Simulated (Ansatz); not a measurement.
Base system: W in the bcc (W type) structure (space group Im-3m, No. 229; a = 3.169 Å; relaxed with 0.1 eV smearing). Axes: x, y, z lie along the cube axes.

Computed with Ansatz (a first-principles code) r2SCAN, spin-orbit coupling left out.

For the base:

Pressure: 0.0 GPa
Band gap: zero

Now apply this change: biaxial strain −1.25 %, plane normal [111], relaxed out of plane (Cartesian); in-plane vectors clamped, the third vector and the atoms free.

How does this affect the ratio −ε⊥/ε∥, pressure and band gap?

The ratio −ε⊥/ε∥ is 0.90; the pressure (mean of the normal stresses, compression positive) goes from zero to 4.7 GPa; the band gap stays zero.

No phonon test of stability was made. The final runs are not spin-polarised.
